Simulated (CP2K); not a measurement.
**Input and output of a self-consistent single point for RbGaS2O8 (P321, 12 atoms in the cell) (CP2K)**

Level of theory: LDA (Pade form), GPW, DZVP-MOLOPT-SR-GTH basis, GTH-PADE potentials (GTH_POTENTIALS) (CP2K).

Input as run:

```
&GLOBAL
  PROJECT calc
  RUN_TYPE ENERGY_FORCE
  PRINT_LEVEL MEDIUM
&END GLOBAL
&FORCE_EVAL
  METHOD Quickstep
  STRESS_TENSOR ANALYTICAL
  &DFT
    BASIS_SET_FILE_NAME BASIS_MOLOPT
    POTENTIAL_FILE_NAME GTH_POTENTIALS
    &QS
      METHOD GPW
      EPS_DEFAULT 1E-11
    &END QS
    &MGRID
      CUTOFF 600
      REL_CUTOFF 40
      NGRIDS 5
    &END MGRID
    &SCF
      SCF_GUESS ATOMIC
      EPS_SCF 1E-6
      MAX_SCF 100
      ADDED_MOS 14
      &DIAGONALIZATION
        ALGORITHM STANDARD
      &END DIAGONALIZATION
      &MIXING
        METHOD BROYDEN_MIXING
        ALPHA 0.2
        NBUFFER 8
        BETA 1.5
      &END MIXING
      &SMEAR ON
        METHOD GAUSSIAN
        SIGMA [eV] 0.01
      &END SMEAR
    &END SCF
    &KPOINTS
      SCHEME MONKHORST-PACK 5 5 3
    &END KPOINTS
    &XC
      &XC_FUNCTIONAL PADE
      &END XC_FUNCTIONAL
    &END XC
    &PRINT
      &MO
        EIGENVALUES T
        OCCUPATION_NUMBERS T
        NDIGITS 8
        FILENAME mo
        &EACH
          QS_SCF 0
        &END EACH
        ADD_LAST NUMERIC
      &END MO
      &MULLIKEN ON
      &END MULLIKEN
    &END PRINT
  &END DFT
  &SUBSYS
    &CELL
      A 4.87763000 0.00000000 0.00000000
      B -2.43881500 4.22415100 0.00000000
      C 0.00000000 0.00000000 8.62165000
      PERIODIC XYZ
    &END CELL
    &COORD
      SCALED
      Rb       0.00000000     0.00000000     0.50000000
      Ga       0.00000000     0.00000000     0.00000000
      S        0.33333300     0.66666700     0.20493000
      S        0.66666700     0.33333300     0.79507000
      O        0.08491000     0.34904000     0.14743000
      O        0.65096000     0.73587000     0.14743000
      O        0.26413000     0.91509000     0.14743000
      O        0.34904000     0.08491000     0.85257000
      O        0.73587000     0.65096000     0.85257000
      O        0.91509000     0.26413000     0.85257000
      O        0.33333300     0.66666700     0.37404000
      O        0.66666700     0.33333300     0.62596000
    &END COORD
    &KIND Rb
      BASIS_SET DZVP-MOLOPT-SR-GTH-q9
      POTENTIAL GTH-PADE-q9
    &END KIND
    &KIND Ga
      BASIS_SET DZVP-MOLOPT-SR-GTH-q13
      POTENTIAL GTH-PADE-q13
    &END KIND
    &KIND S
      BASIS_SET DZVP-MOLOPT-SR-GTH-q6
      POTENTIAL GTH-PADE-q6
    &END KIND
    &KIND O
      BASIS_SET DZVP-MOLOPT-SR-GTH-q6
      POTENTIAL GTH-PADE-q6
    &END KIND
  &END SUBSYS
  &PRINT
    &FORCES ON
    &END FORCES
    &STRESS_TENSOR ON
    &END STRESS_TENSOR
  &END PRINT
&END FORCE_EVAL
```

The program printed (abridged):

```
 GLOBAL| Method name                                                        CP2K
 GLOBAL| Project name                                                       calc
 GLOBAL| Run type                                                   ENERGY_FORCE

 CELL| Volume [angstrom^3]:                                           177.639146
 CELL| Vector a [angstrom]:       4.878     0.000     0.000   |a| =     4.877630
 CELL| Vector b [angstrom]:      -2.439     4.224     0.000   |b| =     4.877630
 CELL| Vector c [angstrom]:       0.000     0.000     8.622   |c| =     8.621650
 CELL| Angle (b,c), alpha [degree]:                                    90.000000
 CELL| Angle (a,c), beta  [degree]:                                    90.000000
 CELL| Angle (a,b), gamma [degree]:                                   120.000003
 CELL| Numerically orthorhombic:                                              NO
 CELL| Periodicity                                                           XYZ

 DFT| Spin restricted Kohn-Sham (RKS) calculation                            RKS
 DFT| Multiplicity                                                             1
 DFT| Number of spin states                                                    1
 DFT| Charge                                                                   0
 DFT| XC density smoothing                                                  NONE
 DFT| XC derivatives                                                          PW

 QS| Method:                                                                 GPW
 QS| Density plane wave grid type                        NON-SPHERICAL FULLSPACE
 QS| Number of grid levels:                                                    5
 QS| Density cutoff [a.u.]:                                                300.0
 QS| Multi grid cutoff [a.u.]: 1) grid level                               300.0
   [... lines left out ...]
 BRILLOUIN| Wavefunction type                                            COMPLEX
 BRILLOUIN| List of Kpoints [2 Pi/Bohr]                                       38
 BRILLOUIN| Number           Weight            X              Y              Z
 BRILLOUIN|     1           0.02667       -0.40000       -0.40000       -0.33333
 BRILLOUIN|     2           0.02667       -0.40000       -0.40000        0.00000
 BRILLOUIN|     3           0.02667       -0.40000       -0.40000        0.33333
   [... 35 lines left out ...]
 *******************************************************************************

 Extrapolation method: initial_guess

 Re-scaling the density matrix to get the right number of electrons
                  # Electrons              Trace(P)               Scaling factor
                           82                82.000                        1.000

 Number of electrons:                                                         82
 Number of occupied orbitals:                                                 41
 Number of molecular orbitals:                                                55

 Number of orbital functions:                                                169
 Number of independent orbital functions:                                    169
 SCF WAVEFUNCTION OPTIMIZATION

  Step     Update method      Time    Convergence         Total energy    Change
     1 NoMix/Diag. 0.20E+00      -     1.73486227      -248.5554523849 -2.49E+02
     2 Broy./Diag. 0.20E+00      -     0.09205286      -238.7157522306  9.84E+00
     3 Broy./Diag. 0.20E+00      -     0.25749595      -244.1203410732 -5.40E+00
     4 Broy./Diag. 0.20E+00      -     0.02463960      -248.9262458872 -4.81E+00
     5 Broy./Diag. 0.20E+00      -     0.06791014      -247.4534127428  1.47E+00
     6 Broy./Diag. 0.20E+00      -     0.00621527      -247.4220722172  3.13E-02
     7 Broy./Diag. 0.20E+00      -     0.02495771      -247.3733019218  4.88E-02
   [... 14 lines left out ...]
    22 Broy./Diag. 0.20E+00      -     0.00000559      -247.4268044046  4.57E-05
    23 Broy./Diag. 0.20E+00      -     0.00000264      -247.4268037876  6.17E-07
    24 Broy./Diag. 0.20E+00      -     0.00000290      -247.4267986041  5.18E-06
    25 Broy./Diag. 0.20E+00      -     0.00000177      -247.4268075335 -8.93E-06
    26 Broy./Diag. 0.20E+00      -     0.00000084      -247.4268229734 -1.54E-05
  *** SCF run converged in    26 steps ***

  Electronic density on regular grids:        -81.9999999962        0.0000000038
  Core density on regular grids:               81.9999999996       -0.0000000004
  Total charge density on r-space grids:        0.0000000033
  Total charge density g-space grids:           0.0000000033

  Overlap energy of the core charge distribution:               0.00000093362168
  Self energy of the core charge distribution:               -520.38056235699071
  Core Hamiltonian energy:                                    145.40246476783520
  Hartree energy:                                             173.77088524979249
  Exchange-correlation energy:                                -46.21961156767379
  Smearing free energy correction:                              0.00000000000000
  Fermi energy:                                                 0.09851116394582

  Total energy:                                              -247.42682297341511
  Total energy (extrapolated to sigma->0):                   -247.42682297341511

                     Mulliken Population Analysis

 #  Atom  Element  Kind  Atomic population                           Net charge
       1     Rb       1          8.355939                              0.644061
       2     Ga       2         12.582312                              0.417688
       3     S        3          5.214380                              0.785620
       4     S        3          5.214380                              0.785620
       5     O        4          6.312427                             -0.312427
       6     O        4          6.312428                             -0.312428
       7     O        4          6.312422                             -0.312422
       8     O        4          6.312427                             -0.312427
       9     O        4          6.312428                             -0.312428
      10     O        4          6.312422                             -0.312422
      11     O        4          6.379218                             -0.379218
      12     O        4          6.379218                             -0.379218
   [... lines left out ...]
 FORCES|      3  2.92817408E-06 -1.05125435E-06 -4.63540255E-03   4.63540360E-03
 FORCES|      4 -2.33610351E-06  1.92503640E-06  4.63542659E-03   4.63542757E-03
 FORCES|      5  2.13585389E-03 -4.63569961E-03 -3.01629217E-03   5.92870991E-03
 FORCES|      6  2.94522975E-03  4.16721659E-03 -3.01604021E-03   5.92761089E-03
 FORCES|      7 -5.08365776E-03  4.69242111E-04 -3.01715155E-03   5.93017435E-03
 FORCES|      8 -5.08247117E-03 -4.68066977E-04  3.01627942E-03   5.92862053E-03
 FORCES|      9  2.13628599E-03  4.63439673E-03  3.01603163E-03   5.92771438E-03
 FORCES|     10  2.94816482E-03 -4.16792341E-03  3.01715891E-03   5.93013569E-03
 FORCES|     11  2.90837261E-08  4.13924961E-08  1.87459409E-03   1.87459409E-03
 FORCES|     12  2.12905858E-08  2.51190878E-08 -1.87460366E-03   1.87460366E-03
 FORCES| Sum     2.71417828E-07  4.70075770E-07  1.17952696E-12
 FORCES| Total atomic force                                       5.42806473E-07

 STRESS| Analytical stress tensor [bar]
 STRESS|                        x                   y                   z
 STRESS|      x       -3.34140847270E+04  -8.06939355887E+00   1.45076062354E+00
 STRESS|      y       -8.06939355887E+00  -3.34230149020E+04  -9.28823943926E-01
 STRESS|      z        1.45076062354E+00  -9.28823943926E-01  -3.65645519404E+04
 STRESS| 1/3 Trace                                            -3.44672171898E+04
```

The run converged in 26 iterations.

The starting cell comes from a database of computed structures (which also holds hypothetical and non-ambient phases and stackings), without a prior relaxation at this level. Values carry the incompleteness of an atom-centred basis. With a pressure of about -3 GPa the cell is away from its equilibrium volume at this level.

Cost on one core of a shared machine: roughly 2 min.
